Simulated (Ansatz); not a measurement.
The reference is P in the black-P type structure (space group Cmce, No. 64; layered, stacked along the Cartesian y axis).

Levels (all Ansatz, an electronic-structure program, PAW, earlier PAW set): PBE-D3(BJ) (420 eV, without spin-orbit coupling); r2SCAN+rVV10 (500 eV, no SOC).

Levels that relaxed their own cell: PBE-D3(BJ) and r2SCAN+rVV10.

Measured: band gap 0.35 eV (temperature not stated; as listed in Das, Protik, Mohammadi, Mohammad, Bazhirov, Timur, arXiv (2018)).

### Question
Knowing the measured values, estimate what each level computes.

### Answer
```csv
level,band gap
PBE-D3(BJ),zero
r2SCAN+rVV10,zero
```

Computed minus measured — band gap: PBE-D3(BJ) -0.35 eV, r2SCAN+rVV10 -0.35 eV. Measured values not marked as corrected hold thermal and zero-point effects that the static-lattice runs lack. A measured gap can be an optical one, lowered by exciton binding.

Stability against distortions was not tested. Gaps under 0.05 eV, about the width of the smearing, are given as zero. A zero or small gap of P can be the functional's error rather than a property of the material.
